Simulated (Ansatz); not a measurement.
Candidates (primitive cells; geometry: cell and atoms relaxed with PBE):
A. monolayer Sb, a = b = 4.122 Å, c = 17.407 Å, α = β = 90.00°, γ = 120.00°
B. monolayer SnSe₂, a = b = 3.8681 Å, c = 19.0997 Å, α = β = 90.00°, γ = 120.00°
C. monolayer As, a = b = 3.605 Å, c = 17.273 Å, α = β = 90.00°, γ = 120.00°

### Question
Rank these by band gap (lowest first), as PBE with spin-orbit coupling, rigid bands (Ansatz, an electronic-structure program) gives it.

### Answer
B (0.75 eV), A (1.02 eV), C (1.50 eV)

Model free-standing layer, not matched to a measured one here: monolayer SnSe2.
